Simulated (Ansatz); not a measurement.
Si (diamond structure), Σ3 (112) [1-10] symmetric tilt. One P atom replaces one Si atom in a bicrystal of 36 atoms (one solute to 37 Å² of one boundary, a high coverage); atoms relaxed, cell held. Energies count from the site farthest from both boundaries, which lies only 4.7 Å away; negative means that the solute is drawn to the site. The cell is neutral, and spin is allowed where the electrons are odd. k-points: Γ-centred 3×6×1 mesh; occupations: Fermi-Dirac, 0.050 eV; spin-polarised, moments started parallel. Spin-orbit coupling is left out.

Sites tried, by distance from the nearest boundary plane (Å): 0.00, 0.00, 1.20, 2.18.

Problem. Does P segregate by PBE in Ansatz (an electronic-structure program), and with what energy at each site?

Solution. 0.00 Å: -0.53 eV; 0.00 Å: 0.00 eV; 1.20 Å: -0.09 eV; 2.18 Å: 0.10 eV. The most favoured site tried binds it by 0.53 eV.
